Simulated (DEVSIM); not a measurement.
Structure: abrupt Si p-n junction, at 300 K.

```tsv
layer (left to right)	material	thickness (μm)	Nd (cm⁻³)	Na (cm⁻³)	τn (s)	τp (s)
1	Si	24.0	-	5.1e16	2.6e-7	2.6e-7
2	Si	0.770	2e15	-	2.6e-7	2.6e-7
```

Left contact: ohmic. Right contact: ohmic. Voltage is applied to the left contact. Recombination: SRH at mid-gap. Mobility is μmin + (μ − μmin)/(1 + (N/Nref)^α).

This is a model device: material constants are rounded textbook-type values typed into the input, and sizes, dopings and lifetimes were drawn at random. Values at 300 K.

```tsv
parameter	Si
gap (eV)	1.124
affinity (eV)	4.05
permittivity	11.7
Nc (cm⁻³)	2.86e19
Nv (cm⁻³)	3.1e19
μn (cm²/Vs)	1417
μp (cm²/Vs)	470
μn,min	52
μp,min	45
Nref,n	9.7e16
Nref,p	2.2e17
αn	0.68
αp	0.72
```

Model (solved in DEVSIM): 1D drift-diffusion, Boltzmann statistics, complete ionisation; no tunnelling, impact ionisation, image-force lowering or self-heating.

The thickness of layer 2 was swept, all else fixed.

```csv
thickness of layer 2 (μm),dark forward voltage at 1 A/cm² (V),largest field in the device at zero bias (V/cm),dark forward voltage at 100 A/cm² (V)
0.15,0.432,41000,0.655
0.27,0.455,28000,0.689
0.46,0.489,22000,0.717
0.77,0.516,21000,0.739
1.3,0.536,21000,0.757
2.3,0.554,21000,0.778
3.9,0.569,21000,0.793
```

From the first row to the last the dark forward voltage at 1 A/cm² goes from 0.432 to 0.569. From the first row to the last the largest field in the device at zero bias goes from 41000 to 21000.
